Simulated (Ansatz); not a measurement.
Name crystals whose electron-phonon coupling λ lies between 0.125 and 0.195 and whose logarithmic mean phonon energy lies between 25 and 38 meV, by PBEsol, DFPT electron-phonon coupling, linearised Boltzmann equation (Ansatz, an electronic-structure program).

Many crystals can fit; among those computed here:
- Sc3InN (Pm-3m): 0.156, 31 meV
- TiAl2 (Cmmm): 0.191, 28 meV
- LiFeP (P4/nmm): 0.159, 27 meV
- NbN (P6_3/mmc): 0.184, 32 meV
- ZrSi (Cmcm): 0.154, 25 meV

Metals; harmonic phonons. Halving the electron mesh moves these values by up to 5 %; q meshes are mostly untested. Some of the runs warned that the eigensolver left states short of its tolerance. Spin-orbit coupling is left out.

Formula and space group known from diffraction (Crystallography Open Database), not checked to be the room-temperature form: LiFeP (P4/nmm), Sc3InN (Pm-3m), TiAl2 (Cmmm), ZrSi (Cmcm). Treated as nonmagnetic (a ferromagnetic start lost its moment, other orders weren't tried): LiFeP (P4/nmm).
